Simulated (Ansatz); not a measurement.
**TiB2 under a change: isotropic strain +4.99 %**

Take TiB$_{2}$ (space group P6/mmm, No. 191; a = 3.017 Å, c = 3.185 Å) as the base.

Perturbation: the cell is scaled by 1.0499 in all directions; the atoms relax in the strained cell.

All numbers come from Ansatz (a first-principles code), PBEsol, PAW, cutoff 420 eV, spin-orbit coupling left out, earlier PAW set. Γ-centred 13×13×10 mesh, Fermi–Dirac width 0.05 eV.

```csv
quantity,base,changed,shift
volume per atom,8.37 Å³,9.69 Å³,+1.32 Å³
shortest interatomic distance,1.742 Å,1.829 Å,+0.087 Å
energy relative to the base (free energy F),0 meV/atom,+137 meV/atom,+137 meV/atom
"pressure (mean of the normal stresses, compression positive)",0.0 GPa,-29.6 GPa,-29.6 GPa
band gap,zero,zero,–
```

A case with no gap was solved on a k-mesh chosen for an insulator, which is coarse for it. Whether these cells are dynamically stable was not tested. All final runs are without spin polarisation.
